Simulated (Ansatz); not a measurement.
## Al on the 1x1 (111) surface of fcc Cu, one in a 2x2 cell, started at the site 'bridge Cu-Cu (span 2.6 Å)'

Method: PBE (plane waves to 420 eV, PAW; Ansatz, a program for electronic structure).

Model: 17-atom slab, 6.2 Å thick at the start under the adsorbate (thin: gaps and levels are the slab's own), 6x6x1 mesh, Fermi-Dirac 0.1 eV, dipole correction, 8 atoms held, the rest relaxed; start symmetry kept, larger cells not searched; no spin, no spin-orbit, no U, no dispersion correction. At the end it is bonded to 3 Cu. In PBE it is, or lies within 0.03 eV of, the lowest of the starts that converged.

* **adsorption energy against an atom of fcc Al**: 0.52 eV
* **work function of the top face**: 4.05 eV
* **change of the work function**: -0.72 eV
* **change of the step from the bottom to the top vacuum level, against the clean slab**: -0.74 eV
* **energy released by relaxation**: 0.24 eV
* **height of the binding atom over the mean of the host atoms within 0.3 Å of the top one**: 3.553 bohr
* **nearest host atoms of the binding atom**: Cu at 2.43 Å, Cu at 2.43 Å, Cu at 2.44 Å
* **largest move of a host atom**: 0.12 Å
* **note**: in the relaxation the adsorbate left its starting site by 0.7 Å
* **cost**: about 15 core-minutes (a rough figure)

A negative adsorption energy means that the adsorbate is more stable on the surface than in its reference.
